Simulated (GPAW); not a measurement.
Worked example: relaxation of cell and atoms of Pb (Fm-3m, 1 atom in the cell) in GPAW.

Method: PBE, GPAW PAW datasets PBE (gpaw-data 1.0.1) (plane waves; GPAW).

```xyz
1
Lattice="0.0000 2.5197 2.5197 2.5197 0.0000 2.5197 2.5197 2.5197 0.0000" Properties=species:S:1:pos:R:3 pbc="T T T"
Pb     0.0000     0.0000     0.0000
```

Reference input (self-consistent single point, DFT PBE, plane waves, GPAW PAW datasets PBE (gpaw-data 1.0.1)): mode = pw; ecut = 550 eV; xc = PBE; kpts = 8 8 8; mesh shift (steps) = 0 0 0; occupations.name = fermi-dirac; occupations.width = 0.1 eV; nbands = -5; convergence.forces = 0.001 eV/Å; symmetry.symmorphic = false; symmetry.tolerance = 0.0005; maxiter = 150. This run's input differs from it in these lines:

```diff
@@ -1,2 +1,4 @@
 from ase import Atoms
+from ase.filters import FrechetCellFilter
+from ase.optimize import BFGS
 from ase.units import GPa
@@ -16,3 +18,3 @@
             nbands=-5,
-            convergence={'forces': 0.001},
+            convergence={'forces': 0.001, 'density': 1e-05},
             symmetry={'symmorphic': False, 'tolerance': 0.0005},
@@ -21,2 +23,10 @@
 atoms.calc = calc
+
+target = FrechetCellFilter(atoms)
+
+opt = BFGS(target, logfile='-')
+converged = opt.run(fmax=0.05, steps=40)
+print('Relaxation converged:', converged)
+print('Cell:', atoms.cell.cellpar().round(4))
+print(atoms.get_scaled_positions().round(5))
```

Output (repeated stretches shortened):

```
     iter     time        total  log10-change:
                         energy   eigst   dens  force
iter:   1 --:--:--    -3.838393
iter:   2 --:--:--    -3.840149   -1.83  -1.82
iter:   3 --:--:--    -3.831184   -2.15  -1.85
iter:   4 --:--:--    -3.833034   -3.24  -2.45
iter:   5 --:--:--    -3.832552c  -2.79  -2.50
iter:   6 --:--:--    -3.829563c  -3.68  -2.56
iter:   7 --:--:--    -3.829467c  -4.75  -3.16
iter:   8 --:--:--    -3.829523c  -5.01  -3.28
iter:   9 --:--:--    -3.829489c  -5.14  -3.44
iter:  10 --:--:--    -3.829489c  -6.33  -4.18
iter:  11 --:--:--    -3.829489c  -7.23  -4.27
iter:  12 --:--:--    -3.829489c  -7.84c -4.34
iter:  13 --:--:--    -3.829489c  -9.07c -4.88
iter:  14 --:--:--    -3.829489c  -8.81c -4.94
iter:  15 --:--:--    -3.829489c  -9.58c -5.09c
iter:  16 --:--:--    -3.829489c  -8.83c -5.05c -23.34c
Converged after 16 iterations.

Dipole moment: (0.000000, 0.000000, 0.000000) |e|*Ang

Energy contributions relative to reference atoms: (reference = -567274.463364)

Kinetic:         +7.437753
Potential:       -7.785268
External:        +0.000000
XC:              -3.480734
Entropy (-ST):   -0.013679
Local:           +0.005599
SIC:             +0.000000
--------------------------
Free energy:     -3.836329
Extrapolated:    -3.829489

Showing only first 2 kpts
 Kpt  Band  Eigenvalues  Occupancy
  0     5     -4.32628    2.00000
  0     6     13.98436    0.00000
  0     7     13.98436    0.00000
  0     8     13.98436    0.00000

  1     5     -3.94744    2.00000
  1     6     12.04165    0.00000
  1     7     12.68694    0.00000
  1     8     12.68694    0.00000

Fermi level: 6.97518

No gap
   [... lines left out ...]
     0.000000     0.001522    -0.000000
     0.000000    -0.000000     0.001522

Forces in eV/Ang:
  0 Pb   -0.00000    0.00000    0.00000

      Step     Time          Energy          fmax
BFGS:    0 --:--:--       -3.836329        0.048690
Relaxation converged: True
Cell: [ 3.5634  3.5634  3.5634 60.     60.     60.    ]
[[0. 0. 0.]]
Energy (eV): -3.829489
Stress (GPa, Voigt): [ 0.2438  0.2438  0.2438 -0.      0.      0.    ]
```

The run converged. GPAW prints stress with tension positive. 

Summary of the result:
```
Property                                                                                  Result
-------------------------------------------------------  ---------------------------------------
Free energy E − TS (from the program's reference atoms)                               -3.8363 eV
Fermi level (on the code's own zero)                                                     6.98 eV
Pressure                                                                               -0.24 GPa
Final cell                                               a = b = c = 3.563 Å, α = β = γ = 60.00°
Final volume per atom                                                                   31.99 Å³
Relaxation steps                                                                               0
```

The starting cell comes from a database of computed structures (which also holds hypothetical and non-ambient phases and stackings), without a prior relaxation at this level. Its lattice was rescaled by a random factor within 2.5 % of one. The relaxation keeps the symmetry of its start, so its end need not be a minimum.
